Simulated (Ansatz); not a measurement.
Seebeck coefficient (μV/K, mean over directions) of n-type ZnSO$_{4}$ (F-43m) against carrier density, PBEsol, rigid bands in Ansatz (an electronic-structure program). Computed gap 4.51 eV; densities at which minority carriers matter at this gap, or further valleys turn the trend, are left out. Conductivity mass 0.52 mₑ (harmonic mean over directions), N_c = 9.3e18 cm⁻³ at 300 K.

```json
[
 {"electron density": "1e16 cm⁻³", "300 K": "-803", "500 K": "-870"},
 {"electron density": "1e17 cm⁻³", "300 K": "-605", "500 K": "-672"},
 {"electron density": "1e18 cm⁻³", "300 K": "-407", "500 K": "-474"},
 {"electron density": "3e18 cm⁻³", "300 K": "[?]", "500 K": "[?]"},
 {"electron density": "1e19 cm⁻³", "300 K": "-216", "500 K": "-279"},
 {"electron density": "3e19 cm⁻³", "300 K": "-136", "500 K": "-192"},
 {"electron density": "1e20 cm⁻³", "300 K": "-70", "500 K": "-110"},
 {"electron density": "3e20 cm⁻³", "300 K": "[?]", "500 K": "-59"},
 {"electron density": "1e21 cm⁻³", "300 K": "-17", "500 K": "-28"}
]
```

Question: What belongs in the gaps?

Answer: 
- 3e18 cm⁻³, 300 K: -314
- 3e18 cm⁻³, 500 K: -380
- 3e20 cm⁻³, 300 K: -36

Rigid bands with a gap fixed in temperature, one relaxation time for all states, no polarons or phonon drag, and whether or not such doping can be reached. Spin-orbit coupling is left out.

Computed structure with no diffraction record at hand here (it may be known, metastable or hypothetical): ZnSO4 (F-43m).
